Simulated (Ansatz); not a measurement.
The starting structures come from a database of crystals and need not be the phases stable at ambient conditions.

The decay constant κ of evanescent states in the gap governs leakage through a thin film.

Given:

```xyz
18
Lattice="6.7844 0.0000 0.0000 0.0000 7.8862 0.0000 0.0000 0.0000 6.7844" Properties=species:S:1:pos:R:3 pbc="T T T"
Rb     3.3922     3.9431     3.3922
Rb     0.0000     3.9431     0.0000
Nb     0.0000     0.7963     3.3922
Nb     3.3922     7.0899     0.0000
As     0.0000     0.0000     0.0000
As     3.3922     0.0000     3.3922
Cl     3.3922     4.3936     0.0000
Cl     0.0000     3.4926     3.3922
O      1.3413     6.8117     0.0000
O      3.3922     6.8117     4.7335
O      5.4431     6.8117     0.0000
O      3.3922     6.8117     2.0509
O      2.0509     1.0745     3.3922
O      0.0000     1.0745     1.3413
O      4.7335     1.0745     3.3922
O      0.0000     1.0745     5.4431
O      3.3922     0.9480     0.0000
O      0.0000     6.9382     3.3922
```

Space group of this cell: P4/nmm. The cell is taken as given; by r2SCAN its mean pressure is -5.1 GPa.

Transport runs along the normal of the first two printed cell vectors, the (100) plane of the conventional cell.

The gap is the functional's own, uncorrected, and κ follows it; spin-orbit coupling is left out. Mid-gap values are interpolated between the computed energies.

Q: State the band gap and the smallest decay constant κ at mid-gap according to r2SCAN (Ansatz, a quantum-chemistry and plane-wave program).

A: Gap 3.62 eV on a 6×4×6 mesh; κ = 0.354 1/Å, at the zone centre.
